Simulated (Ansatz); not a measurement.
Consider the energy of one form of Ru over another. The value is E(A) − E(B), in meV per atom.

A: Ru (P6₃/mmc), 4 atoms in the cell; spin state with PBE: run without spin, k-point mesh 30×30×8 on the run's own vectors.
```
CELL_PARAMETERS angstrom
      2.70824     0.00000     0.00000
     -1.35412     2.34540     0.00000
      0.00000     0.00000     8.70851
ATOMIC_POSITIONS crystal
  Ru 0.00000 0.00000 0.50000
  Ru 0.66667 0.33333 0.75000
  Ru 0.00000 0.00000 0.00000
  Ru 0.33333 0.66667 0.25000
```

B: Ru (hcp, P6₃/mmc), 2 atoms in the cell; spin state with PBE: run without spin, k-point mesh 30×30×14 on the run's own vectors.
```
CELL_PARAMETERS angstrom
      2.72164     0.00000     0.00000
     -1.36082     2.35701     0.00000
      0.00000     0.00000     4.29372
ATOMIC_POSITIONS crystal
  Ru 0.33333 0.66667 0.25000
  Ru 0.66667 0.33333 0.75000
```

Plane-wave PAW calculations with Ansatz (a quantum-chemistry and plane-wave program), its PAW set soft_1, cutoff 420 eV, 500 eV for r2SCAN. The structures are at rest with PBE; other levels are single points on them. Neutral cells; Fermi-Dirac smearing of at most 0.10 eV in the solids, energies taken to zero width. The lattices are those relaxed with PBE, so at other levels the solids can be strained, which adds to the spread. A dispersion term (D3(BJ), or D4 for r2SCAN) was computed beside these levels and is taken off wherever the name lacks it. Space groups of crystals are read within 0.01 Å. No zero-point or thermal terms. No phonons were computed, so the higher form may be unstable once its symmetry is let go.

Estimate the value that PBE returns for this input.

81 meV/atom for A less B, so Ru (hcp, P6₃/mmc) (B) lies lower.

What do the other levels give, and how wide is the spread?


| Method | value (meV/atom) | less PBE |
|---|---|---|
| r2SCAN | 89 | 8 |

The levels shown span 8 meV/atom, from PBE (81) to r2SCAN (89).
